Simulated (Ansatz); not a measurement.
Functionals compared on a constructed model of the (0001) surface of hcp Ti, a pseudomorphic layer of Os in the host's stacking (bottom of the slab: a bare face, its two planes held), in Ansatz (plane waves, PAW). The structure was relaxed with PBE; the other rows are single points on it. Cutoff 420 eV (500 eV for r2SCAN).

Slab: 7 atoms, 14.3 Å thick at the start; k 15x15x1, smearing 0.1 eV, dipole-corrected; 2 atoms held, the rest relaxed; symmetry of the start imposed; no spin, no spin-orbit, no U. In PBE it lies 0.04 eV a 1x1 cell over the lowest computed structure of the same composition (a pseudomorphic layer of Os in the other hollow). These notes are the PBE run's.

```json
[
 {"functional": "PBE", "work function of the top face (eV)": "4.43", "rough cost of the single point": "–"},
 {"functional": "RPBE", "work function of the top face (eV)": "4.27", "rough cost of the single point": "very roughly 30 core-seconds"},
 {"functional": "r2SCAN", "work function of the top face (eV)": "[?]", "rough cost of the single point": "very roughly 70 core-seconds"}
]
```

### Question
Fill in the missing entries.

### Answer

- r2SCAN, work function of the top face (eV): 4.33

Ansatz is an electronic-structure program.
